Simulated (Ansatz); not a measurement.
The starting structures come from a database of crystals and need not be the phases stable at ambient conditions.

Tunnelling through a barrier is set by its complex band structure: the current falls as exp(−2κd) with the smallest κ.

Consider the following.

```xyz
6
Lattice="5.7548 0.0000 0.0000 0.0000 5.8139 0.0000 2.8774 0.0000 2.8774" Properties=species:S:1:pos:R:3 pbc="T T T"
La     4.3161     4.1611     1.4387
La     1.4387     1.6528     1.4387
O      0.0000     2.9070     0.0000
O      2.8774     2.9070     0.0000
F      2.8774     0.0000     0.0000
F      0.0000     0.0000     0.0000
```

Space group of this cell: P4/nmm. The cell is taken as given; by r2SCAN its mean pressure is 0.7 GPa.

Transport runs along the normal of the first two printed cell vectors, the (110) plane of the conventional cell.

The gap is the functional's own, uncorrected, and κ follows it; spin-orbit coupling is left out. Mid-gap values are interpolated between the computed energies.

### Question
Predict the band gap and the smallest decay constant κ at mid-gap from Ansatz (a first-principles code) with r2SCAN.

### Answer
Gap 5.07 eV on a 10×6×10 mesh; κ = 0.441 1/Å, at the zone centre.
